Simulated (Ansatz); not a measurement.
The starting structures come from a database of crystals and need not be the phases stable at ambient conditions.

Tunnelling through a barrier is set by its complex band structure: the current falls as exp(−2κd) with the smallest κ.

Data:

```
KAsF6
1.0
    7.31137     0.00000     0.00000
   -3.65569     6.33183     0.00000
    3.65568     2.11061     2.37652
K As F
1 1 6
Cartesian
  0.00000   4.22122   1.18826
  0.00000   0.00000   0.00000
  7.14686   1.40406   1.02328
  0.16451   7.03838   1.35324
  2.52198   5.48733   1.02328
  4.78939   2.95511   1.35324
  4.95389   5.77227   1.02328
  2.35748   2.67018   1.35324
```

Space group of this cell: R-3. The cell is taken as given; by PBEsol its mean pressure is 1.8 GPa.

Transport runs along the normal of the first two printed cell vectors, the (001) plane of the conventional cell.

The gap is the functional's own. No spin-orbit coupling. Mid-gap values are interpolated on the energy grid.

### Question
Estimate the band gap and the smallest decay constant κ at mid-gap that Ansatz (a first-principles code) with PBEsol returns for this system.

### Answer
Gap 5.38 eV on a 12×12×12 mesh; κ = 0.528 1/Å, at the zone centre.
